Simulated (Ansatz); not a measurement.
Start from InP in the zinc blende structure (space group F-43m, No. 216).

```cif
data_InP
_chemical_formula_sum 'In1 P1'
_space_group_name_H-M_alt 'P 1'
_space_group_IT_number 1
_cell_length_a 4.15668
_cell_length_b 4.15668
_cell_length_c 4.15668
_cell_angle_alpha 60.000
_cell_angle_beta 60.000
_cell_angle_gamma 60.000
loop_
_space_group_symop_operation_xyz
  'x, y, z'
loop_
_atom_site_label
_atom_site_type_symbol
_atom_site_fract_x
_atom_site_fract_y
_atom_site_fract_z
_atom_site_occupancy
In1 In 0.00000 0.00000 0.00000 1
P1 P 0.25000 0.25000 0.25000 1
```

The values are results of PBEsol (Ansatz, a program for electronic structure; PAW; 420 eV plane waves; without spin-orbit coupling), not measurements.

Before the change:

| Property | Result |
|---|---|
| Electron mass | 0.046 mₑ (at Γ) |
| Density | 4.77 g/cm³ |
| Band gap | 0.57 eV |

Now apply this change: hydrostatic tension (pressure −2 GPa).

Question: What happens to the electron mass, density and band gap?

Answer: The electron mass changes from 0.046 mₑ (at Γ) to 0.033 mₑ (at Γ); the density decreases by 0.15 g/cm³ to 4.62 g/cm³; the band gap shrinks by 0.17 eV to 0.40 eV.

Load acts through the strain it causes; cell and atoms are relaxed under it. Masses are band curvatures over ±0.01 Å⁻¹ around the edge. Whether these cells are dynamically stable was not tested.
